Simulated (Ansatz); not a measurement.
Worked example: relaxation of the atoms of CrI3 (P1, 8 atoms in the cell) in Ansatz (a first-principles code).

Method of the run: PBE, PAW files (plane waves; Ansatz).

The change in words: atoms moved at random; relax: default → atoms; relax.f_tol: default → 0.1 eV/Å. Reference geometry:
```
CrI3
1.0
    3.26134     1.88294     5.99871
   -3.26134     1.88294     5.99871
    0.00000    -3.76587     5.99871
Cr I
2 6
Direct
  0.33333   0.33333   0.33333
  0.66667   0.66667   0.66667
  0.08800   0.75500   0.42100
  0.42100   0.08800   0.75500
  0.75500   0.42100   0.08800
  0.91200   0.24500   0.57900
  0.57900   0.91200   0.24500
  0.24500   0.57900   0.91200
```
Moments meant for the start (each program seeds them in its own way; μB, in the order of the atoms Cr Cr I I I I I I): 3.0 3.0 0.0 0.0 0.0 0.0 0.0 0.0.

Reference input (self-consistent single point, DFT, PBE, plane waves, PAW files): basis.ecutwfc = 30.9 Ry; kpoints.mp_grid.grid = 3 3 3; hamiltonian.xc = pbe; hamiltonian.pseudopotentials = {kind: paw} (the program's default PAW files); magnetization.spin_polarized = true; scf.occupations.method = cold; scf.occupations.width = 0.0073 Ry. This run's input differs from it in these lines:

Ansatz 0.2 input:
```diff
@@ -6,10 +6,10 @@
   atoms:
-    - { symbol: Cr, position: [0.333330, 0.333330, 0.333330], spin: 3.0 }
-    - { symbol: Cr, position: [0.666670, 0.666670, 0.666670], spin: 3.0 }
-    - { symbol: I, position: [0.088000, 0.755000, 0.421000] }
-    - { symbol: I, position: [0.421000, 0.088000, 0.755000] }
-    - { symbol: I, position: [0.755000, 0.421000, 0.088000] }
-    - { symbol: I, position: [0.912000, 0.245000, 0.579000] }
-    - { symbol: I, position: [0.579000, 0.912000, 0.245000] }
-    - { symbol: I, position: [0.245000, 0.579000, 0.912000] }
+    - { symbol: Cr, position: [0.336610, 0.333261, 0.331290], spin: 3.0 }
+    - { symbol: Cr, position: [0.666918, 0.666620, 0.661632], spin: 3.0 }
+    - { symbol: I, position: [0.089891, 0.756253, 0.418784] }
+    - { symbol: I, position: [0.417853, 0.092768, 0.749206] }
+    - { symbol: I, position: [0.755524, 0.421630, 0.087898] }
+    - { symbol: I, position: [0.906413, 0.243671, 0.584154] }
+    - { symbol: I, position: [0.579093, 0.910659, 0.251483] }
+    - { symbol: I, position: [0.247700, 0.575137, 0.915553] }
 basis:
@@ -25,2 +25,4 @@
   occupations: { method: cold, width: 0.0073 Ry }
+relax:
+  f_tol: 0.1
 output:
```

Output, abridged:

```
   [... SCF lines of the steps left out ...]
relax step   1: F+E_penalty+E_count = -51835.64961097 eV  Δ(F+E_penalty+E_count) = +0.000e0 eV  max|allowed force component| = 6.055e-1 eV/Å  Δτ_max = 0.0000 Å  (19 SCF iters, dr2 threshold 1.00e-4 eV, accepted)
relax step   2: F+E_penalty+E_count = -51835.47943807 eV  Δ(F+E_penalty+E_count) = +1.702e-1 eV  max|allowed force component| = 9.773e-1 eV/Å  Δτ_max = 0.1908 Å  (8 SCF iters, dr2 threshold 2.29e-5 eV, rejected (line search))
relax step   3: F+E_penalty+E_count = -51835.75963037 eV  Δ(F+E_penalty+E_count) = -1.100e-1 eV  max|allowed force component| = 1.837e-2 eV/Å  Δτ_max = 0.0831 Å  (10 SCF iters, accepted)
the relaxation's final electronic state is not compared with the one that a single-point calculation of its input finds at the relaxed geometry …
Stability not checked (fill_not_monotonic)
Magnetization: 6.0000 μB (68.0000 up, 62.0000 down)
Absolute magnetization: 6.8654 μB (∫|ρ↑−ρ↓|, with the PAW one-centre terms)
Spin contamination: 0.1709 ħ² per cell (⟨S²⟩ above its minimum at these occupations)
   [... lines left out ...]
Free energy (F): -51835.759629 eV
Fermi energy:    10.489634 eV
   [... lines left out ...]
    - { symbol: I, position: [0.7516012437015681, 0.420827274053128, 0.08252489542497415] }
    - { symbol: I, position: [0.9174302880710367, 0.24823905764950882, 0.5794082357296796] }
    - { symbol: I, position: [0.579315348812921, 0.9173990595550534, 0.24835304184206547] }
    - { symbol: I, position: [0.24838627506486904, 0.5791584734468549, 0.9175088980970804] }
```

The run converged. 

Summary of the result:
```
Item                                                      Result
------------------------------------------------  --------------
Free energy E − TS (on the zero of these files)   -51835.7596 eV
Top of the valence band (on the code's own zero)        10.07 eV
Gap on the k-point mesh                                  0.73 eV
Pressure                                                7.78 GPa
Largest force (vector length)                         0.021 eV/Å
Size of the cell's spin moment                           6.00 μB
Relaxation steps                                               3
```

The starting cell was generated: these elements placed on a structure prototype, without a prior relaxation; it need not be a known phase or ordering of this composition. Its lattice was rescaled by a random factor within 2.5 % of one. For this run, on top of that: atoms moved at random. Spin-orbit coupling is off. The magnetic order is the one reached from the typed start; others were not searched systematically. Ansatz's pressure includes its estimate of the finite-basis (Pulay) stress.

Cost on one core of a shared machine: roughly 3 min.
